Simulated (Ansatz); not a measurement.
Data:

```
SnO2
1.0
    4.69383     0.00000     0.00000
    0.00000     4.69383     0.00000
    0.00000     0.00000     3.19027
Sn O
2 4
Direct
  0.00000   0.00000   0.00000
  0.50000   0.50000   0.50000
  0.30572   0.30572   0.00000
  0.69428   0.69428   0.00000
  0.80572   0.19428   0.50000
  0.19428   0.80572   0.50000
```

All values below come from r2SCAN, rigid bands (plane waves, PAW, scalar-relativistic; Ansatz, an electronic-structure program). Condition of this run: hydrostatic pressure of 8 GPa (compression positive) (the target of the relaxation). Geometry: cell and atoms relaxed with PBEsol, then loaded as said.

Question: What conductivity effective mass do dilute electrons have at 300 K?

Answer: 0.25 (x), 0.25 (y), 0.21 (z) mₑ.

Question: Predict the hole conductivity mass (n e² τ/σ) at 300 K, by direction if it differs.

Answer: 1.43 (x), 1.43 (y), 1.83 (z) mₑ.

Question: And the band gap?

Answer: 2.11 eV at this level; semilocal functionals usually fall short of the measured gap.

Rigid bands, one relaxation time for all states, no polarons. Spin-orbit coupling is left out; where it splits the top of the valence band it changes the hole mass and lowers the gap by about a third of the splitting. Geometry: cell and atoms relaxed with PBEsol.
